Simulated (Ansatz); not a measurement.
The (10-10) face of wurtzite CdSe can be cut between different planes. Symmetric, stoichiometric slabs relaxed in the 1x1 cell (31.4 Å²): top plane Cd + Se, 1.27 Å over the next in the ideal cut; top plane Cd + Se, 2.53 Å over the next in the ideal cut.

Computed with PBE (plane waves to 420 eV, PAW; Ansatz, a quantum-chemistry and plane-wave program).

Problem. Put the candidates in order of surface energy, lowest first, for PBE.

Solution. the cut with an outer spacing of 1.27 Å (0.24 J/m²), the cut with an outer spacing of 2.53 Å (0.72 J/m²)
